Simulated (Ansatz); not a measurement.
The starting structures come from a database of crystals and need not be the phases stable at ambient conditions.

Tunnelling through a barrier is set by its complex band structure: the current falls as exp(−2κd) with the smallest κ.

Input:

```
CELL_PARAMETERS angstrom
      6.85972     0.00000     0.00000
      3.42986     6.20312     0.00000
      0.00000     3.79291     5.71573
ATOMIC_POSITIONS crystal
  Cs 0.50000 0.00000 0.50000
  Cs 0.25000 0.50000 0.75000
  Cs 0.75000 0.50000 0.25000
  Tl 0.00000 0.00000 0.00000
  F  0.31082 0.00000 0.00000
  F  0.68918 0.00000 0.00000
  F  0.00000 0.00000 0.31082
  F  0.00000 0.00000 0.68918
  F  0.77921 0.44158 0.77921
  F  0.22079 0.55842 0.22079
```

Space group of this cell: I4/mmm. The cell is taken as given.

Transport runs along the normal of the first two printed cell vectors, the (101) plane of the conventional cell.

The gap is the functional's own, uncorrected, and κ follows it; spin-orbit coupling is left out. Mid-gap values are interpolated between the computed energies.

### Question
Give the band gap and the smallest decay constant κ at mid-gap that r2SCAN in Ansatz (a first-principles code) yields.

### Answer
Gap 3.87 eV on a 6×6×6 mesh; κ = 0.426 1/Å, at the zone centre.
